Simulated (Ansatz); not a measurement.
# By hand: reaction energy

We look at the reaction energy. Reaction: CH4 (gas) + O2 (gas) → C (graphite) + 2 H2O (gas). A negative value means that the right-hand side lies lower.

Method: Ansatz (a program for electronic structure), PAW, neutral cells at 0 K with nuclei at rest, on structures from PBE+D3(BJ). Ansatz runs with its default PAW set. Other levels take these structures. The lattices are those relaxed with PBE+D3(BJ), so at other levels the solids can be strained. A dispersion term (D3(BJ), or D4 for r2SCAN) was computed beside these levels and is taken off wherever the name lacks it.

Total energies of the cells in eV, at zero smearing width. They compare only within one column; the weights balance every element.

```tsv
cell	atoms	weight	r2SCAN
C (graphite)	4	+1	-1006.66207
H2O (gas)	3	+8	-600.36457
CH4 (gas)	5	−4	-316.69145
O2 (gas)	2	−4	-1131.96020
```

r2SCAN: (-1006.66207) + 8 × (-600.36457) − 4 × (-316.69145) − 4 × (-1131.96020) = -14.972 eV; dividing by 4 gives -3.74 eV.

What follows from the r2SCAN value: Per mole of the reaction as written, -3.743 eV × 96.485 = -361.1 kJ.
